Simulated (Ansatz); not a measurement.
# CaWO4 (I4₁/a, No. 88)

All values below come from r²SCAN (Ansatz, an electronic-structure program, PAW).

Numerical settings: plane-wave cutoff 500 eV, 10×10×10 k mesh, Fermi–Dirac smearing 0.05 eV, no spin polarisation, scalar-relativistic PAW data made under PBE.

Cell (relaxed at this level):

```yaml
crystal:
  lattice:
    - [-2.62158, 2.62158, 5.67113]
    - [2.62158, -2.62158, 5.67113]
    - [2.62158, 2.62158, -5.67113]
  atoms:
    - { symbol: Ca, position: [0.25000, 0.75000, 0.50000] }
    - { symbol: Ca, position: [0.50000, 0.50000, 0.00000] }
    - { symbol: W, position: [0.75000, 0.25000, 0.50000] }
    - { symbol: W, position: [0.00000, 0.00000, 0.00000] }
    - { symbol: O, position: [0.15533, 0.76053, 0.08782] }
    - { symbol: O, position: [0.51053, 0.92271, 0.10521] }
    - { symbol: O, position: [0.67271, 0.06751, 0.91218] }
    - { symbol: O, position: [0.81751, 0.40533, 0.89479] }
    - { symbol: O, position: [0.59467, 0.48947, 0.41218] }
    - { symbol: O, position: [0.23947, 0.32729, 0.39479] }
    - { symbol: O, position: [0.07729, 0.18249, 0.58782] }
    - { symbol: O, position: [0.93249, 0.84467, 0.60521] }
```

band gap: 4.60 eV (on the SCF k mesh)

Measured, for comparison: band gap 5.2 ± 0.3 eV (temperature not stated, no zero-point or thermal correction, absorption, reflection, one- and two-photon excitation; as tabulated in Mikhailik et al. (2004), doi:10.1103/physrevb.69.205110).

Spin–orbit coupling is not included.
